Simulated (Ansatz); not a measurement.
For double-hcp La, r²SCAN+SOC (plane waves, PAW; Ansatz, a quantum-chemistry and plane-wave program) gives:

| Quantity | Result |
|---|---|
| equilibrium lattice constant a | 3.783 Å |
| lattice parameter c | 12.047 Å |

### Question
What does HSE06 (Ansatz, plane waves, PAW) give for the same quantities?

### Answer

- lattice constant a: 3.836 Å (grows by 1.4 %)
- lattice parameter c: 12.192 Å (goes up by 1.2 %)

For comparison: lattice constant a 3.774 Å (measured, 293 K, not corrected to a static lattice; as tabulated in Wikipedia's data pages); lattice parameter c 12.171 Å (measured, 293 K, no zero-point or thermal correction; as tabulated in Wikipedia's data pages).

Changes are worked out from the printed values.

Unless a cell is named, each level is at its own relaxed cell (r²SCAN+SOC 37.32, HSE06 38.83 Å³/atom).

Ansatz's density-functional and Hartree–Fock values are scalar-relativistic unless marked +SOC, with PAW data made under PBE.
